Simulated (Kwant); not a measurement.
Device: zigzag graphene ribbon with Kane-Mele spin-orbit coupling. 8 zigzag chains, bond 0.142 nm, hopping 2.7 eV, scattering region 4.8 nm long; sites with one neighbour are removed; energy swept from -0.97 to 0.97 eV from the neutrality point. Staggered potential ±Δ on the two sublattices, Δ = 0.32 eV. Second-neighbour term iλ/(3√3) ν σz with λ = 0.19 eV, Rashba hopping 0 eV, exchange ±0 eV σz in the scattering region alone; these strengths are model values, not the material's.

Constants are typed, rounded textbook-type inputs, not results; the design itself was drawn at random and stands for no fabricated device.

Model: nearest-neighbour tight-binding model of a honeycomb sheet with an imaginary second-neighbour term, both spins, coherent transport at 0 K (Kwant). Conductance is in e²/h.

Task: Is the sheet in its topological phase, how wide is its bulk gap, and what conductance is due inside it?

Result: At the two valleys the masses are λ ± Δ = 0.510 and -0.130 eV; the bulk gap is 2|λ − Δ| = 0.260 eV. λ < Δ, so the phase is trivial, and the gap gives G = 0. Simulated at 0.0647 eV: 0 e²/h.
